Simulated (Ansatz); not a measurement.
# SiO2 (model structure, started from the tetragonal ZrO2 type, P4₂/nmc, No. 137, 6 atoms in the cell)

Computed with G0W0@PBEsol (Ansatz, a first-principles code, hard PAW, contour deformation, complete-basis limit).

Settings: largest k mesh 8×8×2 (not extrapolated in the mesh).

Cell (relaxed with PBEsol):

Space group P4₂/nmc, origin choice 1 (No. 137); a = b = 2.8215 Å, c = 8.5799 Å, α = β = γ = 90.00°

| atom | site | symmetry | x | y | z |
|---|---|---|---|---|---|
| Si | 2a | -4m2 | 0.0000 | 0.0000 | 0.0000 |
| O | 4d | 2mm. | 0.0000 | 0.5000 | 0.0995 |

```yaml
band_gap: 8.41 eV (indirect)
```

Note: the correction to the complete basis was taken at k points off the band edges; the relaxation could raise the start's symmetry but not lower it, so the cell can be a saddle point; the gap holds a correction of +0.49 eV to the complete basis, taken at k points off the band edges.

The computed numbers hold no vibrational or temperature effects.

A model structure was made by putting elements into a prototype or built by hand; it is no filed structure, need not be a known phase, and can be a saddle point held by its symmetry.
